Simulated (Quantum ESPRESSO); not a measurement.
## Habitual settings against a tight run: NbNi6Mo (Pmm2, 8 atoms in the cell)

Self-consistent single point.

```xyz
8
Lattice="4.2992 0.0000 0.0000 0.0000 5.1296 0.0000 0.0000 0.0000 4.5591" Properties=species:S:1:pos:R:3 pbc="T T T"
Nb     0.0000     0.0000     2.9811
Ni     0.0000     2.5648     3.0471
Ni     2.1496     0.0000     1.4544
Ni     2.1496     3.8215     3.8472
Ni     2.1496     1.3081     3.8472
Ni     0.0000     3.8147     0.7321
Ni     0.0000     1.3149     0.7321
Mo     2.1496     2.5648     1.5951
```

Method of the run: LDA (PZ), PSlibrary PAW (LDA) pseudopotentials (plane waves; Quantum ESPRESSO).

Base settings: ecutwfc = 55 Ry; ecutrho = 330 Ry; occupations = smearing; smearing = gaussian; degauss = 0.0099958 Ry; K_POINTS = automatic 5 5 5 0 0 0; conv_thr = 1e-11 Ry; mixing_beta = 0.7.

Tight run (finer mesh or higher cutoff; not a proven limit): ecutwfc: 55 Ry → 77 Ry; ecutrho: 330 Ry → 462 Ry; conv_thr: 1e-11 Ry → 7.3e-11 Ry; K_POINTS: automatic 5 5 5 0 0 0 → automatic 7 7 7 0 0 0. It gave Fermi level (on the code's own zero) 15.08 eV; pressure -21.25 GPa; largest force (vector length) 0.169 eV/Å.

Quick runs, as changes from the base:
- A: the base itself
- B: ecutwfc: 55 Ry → 33 Ry; ecutrho: 330 Ry → 198 Ry; conv_thr: 1e-11 Ry → 7.3e-05 Ry; pseudopotentials: {Nb: Nb.pz-spn-kjpaw_psl.1.0.0.UPF, Ni: Ni.pz-n-kjpaw_psl.1.0.0.UPF, Mo: Mo.pz-spn-kjpaw_psl.1.0.0.UPF} → {Nb: Nb.pbe-spn-kjpaw_psl.1.0.0.UPF, Ni: Ni.pbe-n-kjpaw_psl.1.0.0.UPF, Mo: Mo.pbe-spn-kjpaw_psl.1.0.0.UPF}; K_POINTS: automatic 5 5 5 0 0 0 → automatic 6 6 6 0 0 0; input_dft: default → pbesol [PBEsol]
- C: conv_thr: 1e-11 Ry → 7.3e-05 Ry; K_POINTS: automatic 5 5 5 0 0 0 → automatic 4 4 4 0 0 0
- D: ecutwfc: 55 Ry → 28 Ry; ecutrho: 330 Ry → 168 Ry; smearing: gaussian → marzari-vanderbilt; degauss: 0.0099958 Ry → 0.019992 Ry; K_POINTS: automatic 5 5 5 0 0 0 → automatic 4 4 4 0 0 0
- E: ecutwfc: 55 Ry → 33 Ry; ecutrho: 330 Ry → 198 Ry; smearing: gaussian → methfessel-paxton; degauss: 0.0099958 Ry → 0.036749 Ry; pseudopotentials: {Nb: Nb.pz-spn-kjpaw_psl.1.0.0.UPF, Ni: Ni.pz-n-kjpaw_psl.1.0.0.UPF, Mo: Mo.pz-spn-kjpaw_psl.1.0.0.UPF} → {Nb: Nb.pbe-spn-kjpaw_psl.1.0.0.UPF, Ni: Ni.pbe-n-kjpaw_psl.1.0.0.UPF, Mo: Mo.pbe-spn-kjpaw_psl.1.0.0.UPF}; K_POINTS: automatic 5 5 5 0 0 0 → automatic 1 1 1 0 0 0; input_dft: default → pbesol [PBEsol]

Energies are extrapolated to zero smearing width, which holds to low order in the width alone (under cold and Methfessel-Paxton smearing the free energy itself is taken).

Dashes: energy of B, E, another energy zero; pressure of B, C, not trusted under this conv_thr with d or f elements.

† marks runs with another functional, U, potentials or spin treatment: their distance from the tight run is not a convergence error alone.

The count of work is k-points × plane waves × bands × iterations; it is no time. Core times come from one kind of shared machine and are given to one figure; runs under 30 s give none.

The starting cell comes from a database of computed structures (which also holds hypothetical and non-ambient phases and stackings), without a prior relaxation at this level. Its lattice was rescaled by a random factor within 2.5 % of one. Spin polarisation is off. In the base run, with a pressure of about -22 GPa the cell is away from its equilibrium volume at this level.

```tsv
run	energy less tight (meV/atom)	pressure less tight (GPa)	largest miss in a force vector (eV/Å)	count of work / tight	core time / tight (rough)
A	10.8	-0.49	0.016	0.27	0.3
B†	–	–	0.156	0.14	0.2
C	11.6	–	0.047	0.13	0.2
D	504.3	-41.12	0.142	0.094	0.1
E†	–	-2.96	1.053	0.0047	0.08
```

Among the runs at the tight run's level, the energy misses run from 10.8 to 504.3 meV/atom.

Left out of this page: 1 run of the series outside the window shown, repeating another row's setting, or not comparable.
